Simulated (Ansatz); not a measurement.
A user runs Ansatz (a first-principles code) on Ba3TaSi2Ga3O14 (P321, 23 atoms in the cell) and asks whether the run is sound. The aim is a self-consistent single point with DFT, r2SCAN, plane waves, default PAW files made with PBE.

Cell that was meant: a = 8.4835 Å, b = 8.4835 Å, c = 5.1728 Å, α = 90.00°, β = 90.00°, γ = 120.00°.

Part of the input:

Ansatz 0.2 input:
```yaml
    - { symbol: O, position_ang: [-0.01442194, 1.59428186, 4.01046409] }
    - { symbol: O, position_ang: [-2.85384738, 6.56226984, 4.01046409] }
    - { symbol: O, position_ang: [2.86826932, 6.53729031, 4.01046409] }
basis:
  ecutrho_ratio: 2
kpoints:
  mp_grid: { grid: [4, 4, 5] }
hamiltonian:
```

The program printed (abridged):

```
   [... lines left out ...]
PAW frozen core: O, regenerated for the run's functional
Initial density: superposition of atomic densities (neutral atoms: chi_scale 0, normalization atom), corrected by the library's trained network
Initial wavefunctions: pseudopotential atomic-orbital guess
Eigensolver: davidson
Functional: x = r2scan, c = r2scan; τ floored in thin density (d = 2e-4 eV/Å³)
SCF iter   1: F=—  HF=-48476.860845 eV  |F-HF|=—  |Δ(HF+E_count)|=         —  Δρ=9.95e-3  dr2=3.00e-1  dr2_τ=1.28e0  ethr=1.77e-3  ⟨swp⟩=8.9  Hψ=7676  notcnv=0  defer=12
all-band conjugate gradients solve this SCF's bands
preconditioner: auto → Resta (q_TF=auto, 2.462 Å⁻¹)
   [... lines left out ...]
SCF iter   6: F=—  HF=-48477.370204 eV  |F-HF|=—  |Δ(HF+E_count)|=   3.89e-4  S|Δr|=    0.00e0  Δρ=5.39e-5  dr2=8.49e-6  dr2_τ=1.11e-6  ethr=2.81e-8  ⟨swp⟩=2.0  Hψ=2465  notcnv=0  defer=237
SCF iter   7: F=—  HF=-48477.370205 eV  |F-HF|=—  |Δ(HF+E_count)|=   2.31e-7  S|Δr|=    0.00e0  Δρ=1.63e-5  dr2=7.07e-7  dr2_τ=1.18e-7  ethr=4.88e-9  ⟨swp⟩=2.0  Hψ=2339  notcnv=0  defer=237
SCF iter   8: F=-48477.370205 eV  HF=-48477.370205 eV  |F-HF|=7.04e-9  |Δ(HF+E_count)|=   1.06e-7  S|Δr|=    0.00e0  Δρ=4.78e-6  dr2=8.21e-8  dr2_τ=7.35e-9  ethr=5.75e-11  ⟨swp⟩=13.4  Hψ=8740  notcnv=0
SCF 1 converged in 8 iterations: F = -48477.370205 eV  dr2 = 8.21e-8
Stability not checked (fill_not_monotonic)
Free energy (F): -48477.370205 eV
Internal energy: -48477.370205 eV  (E = F + TS)
E sigma→0 (E₀):  -48477.370205 eV
Fermi energy:    8.800501 eV
--- Forces (eV/Å), atoms counted from 1 ---
  atom   1  Ba     0.01877021     0.00000000     0.00000000
  atom   2  Ba    -0.00938511     0.01625548     0.00000000
  atom   3  Ba    -0.00938511    -0.01625548     0.00000000
  atom   4  Ta    -0.00000000     0.00000000     0.00000000
   [... lines left out ...]
  P = ⅓ Tr σ = 2.7287 GPa (27.287 kbar)
  The stress holds the Pulay correction, which leaves out the density cutoff's part. Without it, at fixed plane waves, as pw.x and ABINIT print it …
settings of this run that can trade accuracy for cost: basis.ecutrho_ratio < 4. Do not mix this run's numbers with those of runs without the same settings …
```

### Question
Is this run sound? If not, what is wrong?

### Answer
The results are close to the sound ones and would serve for rough work. The doubtful point is a density cutoff or grid that is too coarse. The charge density holds wave vectors up to twice those of the orbitals (four times the energy cutoff), and augmentation charges need more still. The run converged in 8 iterations without an error; against the sound input the free energy is nearly the same (within 1 meV/atom), the pressure goes from 2.62 to 2.73 GPa, the largest force moves little (0.321 to 0.323 eV/Å) and the gap on the mesh hardly changes (4.615 to 4.616 eV). The full log also holds (shortened here): “WARN basis.ecutrho_ratio = 2 (ecutrho = 1000 eV) is below the records' recommended cutoff”. At a fixed set of plane waves, without the program's Pulay estimate, the pressure is 2.66 GPa against 2.55 GPa.

An input that runs soundly differs in these lines (not the only fix; some lines may just follow from the change or write a value another way):
```diff
-basis:
-  ecutrho_ratio: 2
```

With that input, the run converged in 8 iterations: free energy E − TS (on the zero of these files) -48477.3585 eV; top of the valence band (on the code's own zero) 6.39 eV; gap on the k-point mesh 4.61 eV; pressure 2.62 GPa; largest force (vector length) 0.321 eV/Å (DFT, r2SCAN, plane waves, default PAW files made with PBE).

On the sound input: the starting cell comes from a database of published, mostly measured structures (it also holds non-ambient and calculated ones), without a prior relaxation at this level. Its lattice was rescaled by a random factor within 2.5 % of one. Spin-orbit coupling is off. Ansatz's pressure includes its estimate of the finite-basis (Pulay) stress.
